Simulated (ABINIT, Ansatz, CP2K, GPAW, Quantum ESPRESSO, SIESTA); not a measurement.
**One structure in several programs: CdAu (P-6m2, 2 atoms in the cell)**

Self-consistent single point.

```yaml
crystal:
  lattice:
    - [3.09033, 0.00000, 0.00000]
    - [-1.54516, 2.67630, 0.00000]
    - [0.00000, 0.00000, 4.60128]
  atoms:
    - { symbol: Cd, position: [0.00000, 0.00000, 0.00000] }
    - { symbol: Au, position: [0.33333, 0.66667, 0.50000] }
```

All programs got the same cell, k-point mesh and kind of occupations (in Ansatz's words: kpoints.mp_grid.grid = 8 8 5; scf.occupations.method = fermi_dirac; scf.occupations.width = 0.1 eV); potentials, basis and cutoffs are each program's usual ones.

```json
[
 {"code": "ABINIT", "model": "PBEsol, PAW (JTH v2.0 PBE PAW, files made for PBE)", "pressure (GPa)": "-4.17", "k-points": "30", "cutoff": "26 Ha"},
 {"code": "Quantum ESPRESSO", "model": "PBEsol, PseudoDojo standard norm-conserving (PBESOL) pseudopotentials", "pressure (GPa)": "-3.90", "k-points": "30", "cutoff": "105 Ry"},
 {"code": "Ansatz", "model": "PBEsol, PAW files made with PBE", "pressure (GPa)": "-3.96", "k-points": "30", "cutoff": "default"},
 {"code": "GPAW", "model": "PBEsol, GPAW PAW datasets PBEsol (made by gpaw-setup)", "pressure (GPa)": "-3.80", "k-points": "30", "cutoff": "550 eV"},
 {"code": "SIESTA", "model": "GGA PBEsol, numerical atomic orbitals DZP, PseudoDojo PBEsol standard norm-conserving potentials (rewritten from UPF to PSML)", "pressure (GPa)": "-5.82", "k-points": "168", "cutoff": "grid 300 Ry"},
 {"code": "CP2K", "model": "PBEsol, GPW, TZVP-MOLOPT-SR-GTH basis, GTH-PBE potentials (GTH_POTENTIALS)", "pressure (GPa)": "-1.55", "k-points": "162", "cutoff": "grid 500 Ry"}
]
```

The spread over the programs that give each value: pressure within 4.27 GPa.

The starting cell comes from a database of computed structures (which also holds hypothetical and non-ambient phases and stackings), without a prior relaxation at this level. On Ansatz's run: Spin-orbit coupling is off. In the base run, with a pressure of about -4 GPa the cell is away from its equilibrium volume at this level.

Problem. Why do the programs differ, and what cannot be compared?

Solution. Differences of this kind can come from the potentials, where these differ, and from what each basis and cutoff leave unconverged. The valence holds different numbers of electrons (ABINIT 23, Quantum ESPRESSO 39, Ansatz (a first-principles code) 39, GPAW 23, SIESTA 39, CP2K 23). The zero of total energies and Fermi levels follows the potentials and each program's conventions, so they are not compared here. SIESTA and CP2K use small atom-centred bases, whose incompleteness enters pressures, forces and empty levels differently from a plane-wave cutoff. Ansatz's pressure is given at a fixed set of plane waves, as the other plane-wave codes print theirs; with its correction for the finite basis it is -3.92 GPa. The programs reduce the same mesh by symmetry to different extents, which changes the work and not the result. In the pressure, SIESTA (by 1.90) and CP2K (by 2.38) lie more than 1 GPa from the median of the plane-wave programs.

Left out of this page: Elk and FLEUR (not drawn, or without a comparable value).

Keys are those of Ansatz 0.2.
